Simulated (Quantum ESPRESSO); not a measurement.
A self-consistent single point of SiO2 (R-3m, 36 atoms in the cell) with Quantum ESPRESSO.

Computed with LDA (PZ), GBRV 1.5 ultrasoft (LDA) pseudopotentials (plane waves; Quantum ESPRESSO).

```
CELL_PARAMETERS angstrom
      6.79850     3.92512     4.94532
     -6.79850     3.92512     4.94532
      0.00000    -7.85023     4.94532
ATOMIC_POSITIONS crystal
  Si 0.33291 0.10448 0.87550
  Si 0.66709 0.89552 0.12450
  Si 0.87550 0.33291 0.10448
  Si 0.12450 0.66709 0.89552
  Si 0.10448 0.87550 0.33291
  Si 0.89552 0.12450 0.66709
  Si 0.12450 0.89552 0.66709
  Si 0.87550 0.10448 0.33291
  Si 0.89552 0.66709 0.12450
  Si 0.10448 0.33291 0.87550
  Si 0.66709 0.12450 0.89552
  Si 0.33291 0.87550 0.10448
  O  0.26260 0.00000 0.73740
  O  0.73740 0.00000 0.26260
  O  0.73740 0.26260 0.00000
  O  0.26260 0.73740 0.00000
  O  0.00000 0.73740 0.26260
  O  0.00000 0.26260 0.73740
  O  0.68066 0.97803 0.97803
  O  0.31934 0.02196 0.02196
  O  0.97803 0.68066 0.97803
  O  0.02196 0.31934 0.02196
  O  0.97803 0.97803 0.68066
  O  0.02196 0.02196 0.31934
  O  0.25040 0.89018 0.25040
  O  0.74960 0.10982 0.74960
  O  0.25040 0.25040 0.89018
  O  0.74960 0.74960 0.10982
  O  0.89018 0.25040 0.25040
  O  0.10982 0.74960 0.74960
  O  0.50000 0.85256 0.14744
  O  0.50000 0.14744 0.85256
  O  0.14744 0.50000 0.85256
  O  0.85256 0.50000 0.14744
  O  0.85256 0.14744 0.50000
  O  0.14744 0.85256 0.50000
```

Reference input (self-consistent single point, DFT, LDA (PZ), plane waves, GBRV 1.5 ultrasoft (LDA) pseudopotentials): ecutwfc = 40 Ry; ecutrho = 200 Ry; occupations = fixed; potentials = {Si: si_lda_v1.uspp.F.UPF, O: o_lda_v1.2.uspp.F.UPF}; K_POINTS = automatic 2 2 2 0 0 0; nbnd = 100; conv_thr = 1e-10 Ry; mixing_beta = 0.5. This run's input differs from it in these lines:

```diff
@@ -12,4 +12,4 @@
   ntyp = 2,
-  ecutwfc = 40,
-  ecutrho = 200,
+  ecutwfc = 32,
+  ecutrho = 160,
   occupations = 'fixed',
```

Log, with long lists cut:

```
     Self-consistent Calculation

     iteration #  1     ecut=    32.00 Ry     beta= 0.50

---- Real-time Memory Report at c_bands before calling an iterative solver
           649 MiB given to the printing process from OS
           346 MiB allocation reported by mallinfo(arena+hblkhd)
------------------

     negative rho (up, down):  9.982E-05 0.000E+00

     total energy              =    -891.34792341 Ry
     estimated scf accuracy    <       9.79682299 Ry

     iteration #  2     ecut=    32.00 Ry     beta= 0.50

---- Real-time Memory Report at c_bands before calling an iterative solver
   [... lines left out ...]
           974 MiB given to the printing process from OS
           411 MiB allocation reported by mallinfo(arena+hblkhd)
------------------

     negative rho (up, down):  2.929E-04 0.000E+00

     total energy              =    -894.36685417 Ry
     estimated scf accuracy    <          2.7E-10 Ry

     iteration # 14     ecut=    32.00 Ry     beta= 0.50

---- Real-time Memory Report at c_bands before calling an iterative solver
           974 MiB given to the printing process from OS
           411 MiB allocation reported by mallinfo(arena+hblkhd)
------------------

     negative rho (up, down):  2.930E-04 0.000E+00
     End of self-consistent calculation

     highest occupied, lowest unoccupied level (ev):    -2.2402    3.5540

!    total energy              =    -894.36685417 Ry
     estimated scf accuracy    <          3.2E-11 Ry

     convergence has been achieved in  14 iterations

     negative rho (up, down):  2.930E-04 0.000E+00

     Forces acting on atoms (cartesian axes, Ry/au):

     atom    1 type  1   force =     0.00108397   -0.00321416   -0.00260886
     atom    2 type  1   force =    -0.00108397    0.00321416    0.00260886
     atom    3 type  1   force =     0.00224156    0.00254582   -0.00260886
     atom    4 type  1   force =    -0.00224156   -0.00254582    0.00260886
     atom    5 type  1   force =    -0.00332553    0.00066833   -0.00260886
   [... 27 lines left out ...]
   [... lines left out ...]
     Total force =     0.016365     Total SCF correction =     0.000009
   [... lines left out ...]

     negative rho (up, down):  2.930E-04 0.000E+00
          total   stress  (Ry/bohr**3)                   (kbar)     P=      -31.73
  -0.00021557  -0.00000000   0.00000000          -31.71       -0.00        0.00
   0.00000000  -0.00021557  -0.00000000            0.00      -31.71       -0.00
   0.00000000  -0.00000000  -0.00021594            0.00       -0.00      -31.77

   JOB DONE.
```

The run converged in 14 iterations. Against the reference run the free energy goes up by 34.6 meV/atom, the pressure goes from -0.75 to -3.17 GPa, the largest force moves little (0.108 to 0.110 eV/Å) and the gap on the mesh hardly changes (5.796 to 5.794 eV).

The starting cell comes from a database of computed structures (which also holds hypothetical and non-ambient phases and stackings), without a prior relaxation at this level.

Cost on one core of a shared machine: roughly 9 min.
